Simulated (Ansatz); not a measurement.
## A computed series for Rb3AsF6: pressure series

Take Rb$_{3}$AsF$_{6}$ (space group Fm-3m, No. 225; a = 9.3163 Å; a cell from a computed database, its experimental status unchecked) as the base.

Cell and atoms are relaxed at each pressure.

Computed with r2SCAN in Ansatz (plane waves to 500 eV, PAW, no spin-orbit coupling).

```
case               width of the top valence band  electron mass  smallest direct gap  volume per atom  band gap
-----------------  -----------------------------  -------------  -------------------  ---------------  --------
base                                     0.46 eV  2.2 mₑ (at Γ)              4.80 eV         20.22 Å³   4.59 eV
pressure −2 GPa                          0.40 eV  2.0 mₑ (at Γ)              4.75 eV         21.68 Å³   4.52 eV
pressure −1 GPa                          0.43 eV  2.1 mₑ (at Γ)              4.79 eV         20.87 Å³   4.57 eV
pressure 0.9 GPa                         0.48 eV  2.2 mₑ (at Γ)              4.81 eV         19.74 Å³   4.60 eV
pressure 2.1 GPa                         0.51 eV  2.2 mₑ (at Γ)              4.82 eV         19.20 Å³   4.61 eV
pressure 4.5 GPa                         0.55 eV  2.1 mₑ (at Γ)              4.82 eV         18.34 Å³   4.60 eV
pressure 9 GPa                           0.62 eV  1.9 mₑ (at Γ)              4.80 eV         17.18 Å³   4.54 eV
pressure 15 GPa                          0.69 eV  1.6 mₑ (at Γ)              4.75 eV         16.09 Å³   4.44 eV
pressure 22.5 GPa                        0.79 eV  1.4 mₑ (at Γ)              4.68 eV         15.11 Å³   4.30 eV
pressure 30 GPa                          0.88 eV  1.2 mₑ (at Γ)              4.59 eV         14.37 Å³   4.17 eV
```

Load acts through the strain it causes; cell and atoms are relaxed under it. Effective masses come from finite differences of ±0.01 Å⁻¹. No phonon test of stability was made. No other phases were tried under pressure.

Ansatz is a first-principles code.
